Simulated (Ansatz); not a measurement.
## A computed series for BN: response to strain

Consider BN in the wurtzite structure (space group P6_3mc, No. 186; a = 2.5545 Å, c = 4.2246 Å). Axes: x lies along a and z along c of the hexagonal cell.

Strains are applied to the cell and any free atomic positions relax.

Method: Ansatz (a quantum-chemistry and plane-wave program), PBE, PAW, cutoff 420 eV, spin-orbit coupling left out.

Notes on the quantities. pressure: mean of the normal stresses, compression positive.

| case | smallest direct gap | electron mass | band gap | shortest interatomic distance | pressure |
|---|---|---|---|---|---|
| base | 8.23 eV | 0.31 mₑ along c, 0.51 mₑ across (at K) | 5.23 eV | 1.567 Å | 0.0 kbar |
| uniaxial strain ε_zz = −2.40 % | 8.21 eV | 0.30 mₑ along z, 0.52 mₑ across (at K) | 5.31 eV | 1.547 Å | 98.2 kbar |
| uniaxial strain ε_zz = −1.80 % | 8.22 eV | 0.30 mₑ along z, 0.52 mₑ across (at K) | 5.28 eV | 1.555 Å | 72.1 kbar |
| uniaxial strain ε_zz = −1.20 % | 8.23 eV | 0.30 mₑ along z, 0.51 mₑ across (at K) | 5.26 eV | 1.564 Å | 47.0 kbar |
| uniaxial strain ε_zz = −0.60 % | 8.24 eV | 0.30 mₑ along z, 0.51 mₑ across (at K) | 5.24 eV | 1.566 Å | 23.0 kbar |

Masses are band curvatures over ±0.01 Å⁻¹ around the edge. Stability against distortions was not tested.
